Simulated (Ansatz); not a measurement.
Effect of Ti → Zr on SrTiO3

Start from SrTiO3 in the cubic perovskite structure (space group Pm-3m, No. 221; a = 3.8911 Å).

It is then changed as follows: Zr takes the place of Ti on all its sites, then cell and atoms are relaxed.

All numbers come from DFT with PBEsol, PAW potentials and a 420 eV plane-wave cutoff in Ansatz (a first-principles code), spin-orbit coupling left out. k-mesh 8×8×8 (Γ-centred); smearing 0.05 eV (Fermi–Dirac), for the changed cell.

| quantity | base | changed | shift |
|---|---|---|---|
| volume per atom | 11.78 Å³ | 14.09 Å³ | +2.31 Å³ |
| density | 5.17 g/cm³ | 5.35 g/cm³ | +0.18 g/cm³ |
| lattice parameter a | 3.891 Å | 4.130 Å | +0.239 Å |
| space group | Pm-3m (No. 221) | Pm-3m (No. 221) | – |
| shortest interatomic distance | 1.946 Å | 2.065 Å | +0.119 Å |
| band gap | 1.85 eV | 3.31 eV | +1.454 eV |
| gap character | indirect, R → Γ | indirect, R → Γ | – |
| electron mass (degenerate bands, along [100]) | – | 0.35, 0.35, 2.4 mₑ (at Γ) | – |

Effective masses come from finite differences of ±0.01 Å⁻¹. No phonon test of stability was made. The final runs are not spin-polarised. Many cubic perovskites are stable only at high temperature; tilts and polar distortions were not tested.
